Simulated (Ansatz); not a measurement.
ScOF (P4/nmm, No. 129, 6 atoms in the cell; start mp-989178)

Calculation: PBEsol (Ansatz, a quantum-chemistry and plane-wave program, plane waves, PAW).

Settings: plane-wave cutoff 520 eV, 10×10×8 k mesh (along the axes of the cell as run), Fermi–Dirac smearing 0.01 eV, scalar-relativistic PAW data made under PBE.

Cell (relaxed with PBEsol):

```xyz
6
Lattice="3.5777 0.0000 0.0000 0.0000 3.5777 0.0000 0.0000 0.0000 5.0944" Properties=species:S:1:pos:R:3 pbc="T T T"
Sc     1.7889     0.0000     3.6032
Sc     0.0000     1.7889     1.4913
O      0.0000     0.0000     2.5472
O      1.7889     1.7889     2.5472
F      1.7889     1.7889     0.0000
F      0.0000     0.0000     0.0000
```

```yaml
band_gap: 4.42 eV (indirect)
smallest_direct_gap_on_the_k_points_sampled: 4.56 eV
"Γ–Γ gap": 4.66 eV
```

A start named mp-… is a Materials Project structure, which need not be a measured phase.
